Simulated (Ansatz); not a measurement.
Take Pd in the fcc (Cu type) structure (space group Fm-3m, No. 225; a = 3.841 Å; relaxed with 0.1 eV smearing) as the base. Axes: x, y, z lie along the cube axes.

Level of theory: LDA (Ansatz, an electronic-structure program), without spin-orbit coupling.

It is then changed as follows: uniaxial strain ε_zz = −2.50 %, all other strain components held at zero; the atoms relax in the strained cell.

### Question
Predict the stress tensor and what it implies for the stiffness.

### Answer
Stress of the strained cell less that of the base (GPa, compression positive):
```
    5.5     0.0     0.0
    0.0     5.5     0.0
    0.0     0.0     7.4
```

Then −Δσ_ii/ε with ε = -0.0250 gives secant stiffness values (nonlinear terms included at this strain): C33 ≈ 295 GPa, C13 ≈ 222 GPa and C23 ≈ 222 GPa.

As a check, the harmonic strain energy −½ V₀ Δσ:ε is 8.2 meV/atom; the computed energy rise is 7.9 meV/atom.

No phonon test of stability was made. The final runs are not spin-polarised.
